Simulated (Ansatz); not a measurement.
TiAl3 (I4/mmm, No. 139) was calculated with RPBE (PAW; Ansatz, a first-principles code).

Settings: plane-wave cutoff 520 eV, 20×20×20 k mesh, Fermi–Dirac smearing 0.05 eV, no spin polarisation, scalar-relativistic PAW data made under PBE.

The volume scan:

```tsv
V (Å³/atom)	E − E_lowest (meV/atom)
15.630	8.83
15.955	2.14
16.281	0.00
16.607	1.98
16.932	7.67
```

Problem. Estimate the bulk modulus and its pressure derivative from these points.

Solution. V0 = 16.282 Å³/atom, B0 = 101 GPa, B′ = 4.1 (fit to the energies at full precision).

Shape and atoms are relaxed at each volume.

Measured, for comparison: equilibrium volume per atom 15.93 Å³/atom (temperature not stated, not corrected to a static lattice; as tabulated in P. Norby and A. Norlund Christensen, Acta Chemica Scandinavica A40, 157 (1986)). Computed (rounded) less measured: equilibrium volume per atom +2.2 %.

Note: the bulk modulus comes from volumes at which shape and atoms were relaxed.

Computed values are for the static lattice.
